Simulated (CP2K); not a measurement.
Input and output of a self-consistent single point for MoWSe4 (P3m1, 12 atoms in the cell) (CP2K).

Method of the run: CP2K with LDA (Pade form), GPW, DZVP-MOLOPT-SR-GTH basis, GTH-PADE potentials (GTH_POTENTIALS).

```
MoWSe4
1.0
    3.27868     0.00000     0.00000
   -1.63934     2.83942     0.00000
    0.00000     0.00000    37.34603
Mo W Se
2 2 8
Cartesian
  0.00000   0.00000   3.50754
  0.00000   1.89295  10.52411
  0.00000   0.00000  17.53994
  0.00000   1.89295  24.55651
  0.00000   0.00000  12.17854
  0.00000   0.00000  26.21841
  0.00000   1.89295   1.85386
  0.00000   1.89295  15.87804
  0.00000   1.89295   5.16160
  0.00000   1.89295  19.20146
  0.00000   0.00000   8.87006
  0.00000   0.00000  22.89424
```

Reference input (self-consistent single point, DFT PBEsol, GPW, DZVP-MOLOPT-SR-GTH basis, GTH-PBE potentials (GTH_POTENTIALS)): CUTOFF = 500 Ry; REL_CUTOFF = 60 Ry; SMEAR/METHOD = GAUSSIAN; SIGMA = 0.02 eV; KPOINTS/SCHEME = MONKHORST-PACK 6 6 1; GAMMA_CENTERED = T; XC_FUNCTIONAL = PBE:PBESOL; Mo/BASIS_SET = DZVP-MOLOPT-SR-GTH-q14; Mo/POTENTIAL = GTH-PBE-q14; W/BASIS_SET = DZVP-MOLOPT-SR-GTH-q14; W/POTENTIAL = GTH-PBE-q14; Se/BASIS_SET = DZVP-MOLOPT-SR-GTH-q6. This run's input differs from it in these lines:

```diff
@@ -43,6 +43,3 @@
     &XC
-      &XC_FUNCTIONAL
-        &PBE
-          PARAMETRIZATION PBESOL
-        &END PBE
+      &XC_FUNCTIONAL PADE
       &END XC_FUNCTIONAL
@@ -87,3 +84,3 @@
       BASIS_SET DZVP-MOLOPT-SR-GTH-q14
-      POTENTIAL GTH-PBE-q14
+      POTENTIAL GTH-PADE-q14
     &END KIND
@@ -91,3 +88,3 @@
       BASIS_SET DZVP-MOLOPT-SR-GTH-q14
-      POTENTIAL GTH-PBE-q14
+      POTENTIAL GTH-PADE-q14
     &END KIND
@@ -95,3 +92,3 @@
       BASIS_SET DZVP-MOLOPT-SR-GTH-q6
-      POTENTIAL GTH-PBE-q6
+      POTENTIAL GTH-PADE-q6
     &END KIND
```

Output, abridged:

```
 SCF WAVEFUNCTION OPTIMIZATION

  Step     Update method      Time    Convergence         Total energy    Change
     1 NoMix/Diag. 0.20E+00      -     1.06733610      -350.6669024465 -3.51E+02
     2 Broy./Diag. 0.20E+00      -     0.17284751      -352.8564323041 -2.19E+00
     3 Broy./Diag. 0.20E+00      -     0.05189459      -350.1615704926  2.69E+00
     4 Broy./Diag. 0.20E+00      -     0.04481344      -349.0557890509  1.11E+00
     5 Broy./Diag. 0.20E+00      -     0.02046815      -349.2001827285 -1.44E-01
     6 Broy./Diag. 0.20E+00      -     0.00652171      -349.0128440394  1.87E-01
   [... 15 lines left out ...]
    22 Broy./Diag. 0.20E+00      -     0.00000510      -349.1632321584 -2.48E-05
    23 Broy./Diag. 0.20E+00      -     0.00000269      -349.1632350281 -2.87E-06
    24 Broy./Diag. 0.20E+00      -     0.00000193      -349.1632322250  2.80E-06
    25 Broy./Diag. 0.20E+00      -     0.00000066      -349.1632303745  1.85E-06
  *** SCF run converged in    25 steps ***

  Overlap energy of the core charge distribution:               0.00000003131159
  Self energy of the core charge distribution:               -621.24599580703193
  Core Hamiltonian energy:                                    139.78491598589579
  Hartree energy:                                             179.86410510294621
  Exchange-correlation energy:                                -47.56625568765229
  Smearing free energy correction:                             -0.00000000000000
  Fermi energy:                                                 0.15267705276988

  Total energy:                                              -349.16323037453060
  Total energy (extrapolated to sigma->0):                   -349.16323037453060

   [... lines left out ...]

 STRESS| Analytical stress tensor [bar]
 STRESS|                        x                   y                   z
 STRESS|      x       -2.66231912143E+04  -2.21659730467E-01  -1.49856861169E-04
 STRESS|      y       -2.21659730467E-01  -2.66234832334E+04  -8.81837939729E-04
 STRESS|      z       -1.49856861169E-04  -8.81837939729E-04  -1.60244895712E+04
 STRESS| 1/3 Trace                                            -2.30903880063E+04
```

The run converged in 25 iterations. Against the reference run the pressure goes from 1.60 to -2.31 GPa, the largest force goes from 0.470 to 0.240 eV/Å and the gap on the mesh goes from 1.247 to 1.180 eV.

The starting cell comes from a database of computed structures (which also holds hypothetical and non-ambient phases and stackings), without a prior relaxation at this level. Its lattice was rescaled by a random factor within 2.5 % of one. Spin-orbit coupling is off. Values carry the incompleteness of an atom-centred basis.

Cost on one core of a shared machine: roughly 4 min.
